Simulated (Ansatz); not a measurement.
## Hypothetical rock salt BeTe, response to strain

Start from BeTe in the rock salt structure (space group Fm-3m, No. 225; a = 5.302 Å; a hypothetical phase, not in the database extracts checked). Axes: x, y, z lie along the cube axes.

Strains are applied to the cell and any free atomic positions relax; under biaxial strain the out-of-plane vector relaxes too.

Method: PBEsol (Ansatz, a program for electronic structure; PAW; 420 eV plane waves; scalar-relativistic without spin-orbit coupling).

Candidates:
(a) biaxial strain −0.60 %, plane normal [001], relaxed out of plane
(b) isotropic strain −0.79 %
(c) isotropic strain +4.72 %

Notes on the quantities. energy relative to the base: free energy F.

### Question
Order them by energy relative to the base, lowest first.

### Answer
(a) biaxial strain −0.60 %, plane normal [001], relaxed out of plane (+0.6 meV/atom), (b) isotropic strain −0.79 % (+2.4 meV/atom), (c) isotropic strain +4.72 % (+73 meV/atom)

Without a gap, meshes like the base's 15×15×15 leave anisotropic stresses uncertain by several tenths of a GPa, and small strain energies with them. No phonon test of stability was made. All final runs are without spin polarisation.
